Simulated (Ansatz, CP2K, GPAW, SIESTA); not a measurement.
## One structure in several programs: ZnS (P6_3mc, 8 atoms in the cell)

Band-structure calculation.

```xyz
8
Lattice="3.8089 0.0000 0.0000 -1.9045 3.2986 0.0000 0.0000 0.0000 12.4526" Properties=species:S:1:pos:R:3 pbc="T T T"
Zn     1.9045     1.0995     9.3386
Zn     0.0000     2.1991     3.1123
Zn     0.0000     0.0000     6.2263
Zn     0.0000     0.0000     0.0000
S      1.9045     1.0995    11.6772
S      0.0000     2.1991     5.4509
S      0.0000     0.0000     8.5592
S      0.0000     0.0000     2.3329
```

Shared settings, as Ansatz (an electronic-structure program) writes them: kpoints.mp_grid.grid = 7 7 2; scf.occupations.method = fixed. Potentials and cutoffs stand in the table.

```json
[
 {"code": "CP2K", "model": "PBE, GPW, DZVP-MOLOPT-SR-GTH basis, GTH-PBE potentials (GTH_POTENTIALS)", "gap along the path (eV)": "2.17", "smallest direct gap (eV)": "2.17", "cutoff": "grid 600 Ry"},
 {"code": "SIESTA", "model": "GGA PBE, numerical atomic orbitals DZP, PseudoDojo PBE standard norm-conserving potentials (rewritten from UPF to PSML)", "gap along the path (eV)": "2.60", "smallest direct gap (eV)": "2.60", "cutoff": "grid 350 Ry"},
 {"code": "GPAW", "model": "PBE, GPAW PAW datasets PBE (gpaw-data 1.0.1)", "gap along the path (eV)": "2.18", "smallest direct gap (eV)": "2.18", "cutoff": "800 eV"},
 {"code": "Ansatz", "model": "PBE, PAW files", "gap along the path (eV)": "2.18", "smallest direct gap (eV)": "2.18", "cutoff": "420 eV"}
]
```

The spread over the programs that give each value: gap along the path within 0.43 eV; smallest direct gap within 0.43 eV.

CP2K and SIESTA use small atom-centred bases, whose incompleteness enters pressures, forces and empty levels differently from a plane-wave cutoff.

In the gap along the path, SIESTA stands apart from the plane-wave programs.

The starting cell comes from a database of computed structures (which also holds hypothetical and non-ambient phases and stackings), without a prior relaxation at this level.

Left out of this page: Quantum ESPRESSO (not drawn, or without a comparable value).

Keys are those of Ansatz 0.2.
